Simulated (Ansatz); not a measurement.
The parent structure is Cu in the fcc (Cu type) structure (space group Fm-3m, No. 225; a = 3.5638 Å; relaxed with 0.1 eV smearing). Axes: x, y, z lie along the cube axes.

All numbers come from plane-wave PAW DFT at the PBEsol level (Ansatz, a quantum-chemistry and plane-wave program, 420 eV), no SOC.

For the base:

| Quantity | Value |
|---|---|
| Shortest interatomic distance | 252.0 pm |
| Pressure | 0.0 GPa |

Perturbation: tensor shear ε_xy = +0.57 % (engineering shear γ = 0.0114); the atoms relax in the strained cell.

Task: Predict the new energy relative to the base, shortest interatomic distance and pressure.

Result: The energy goes up by 0.4 meV/atom; the shortest interatomic distance drops by 1.4 pm to 250.6 pm; the pressure (mean of the normal stresses, compression positive) stays 0.0 GPa.

No phonon test of stability was made. The final runs are not spin-polarised.
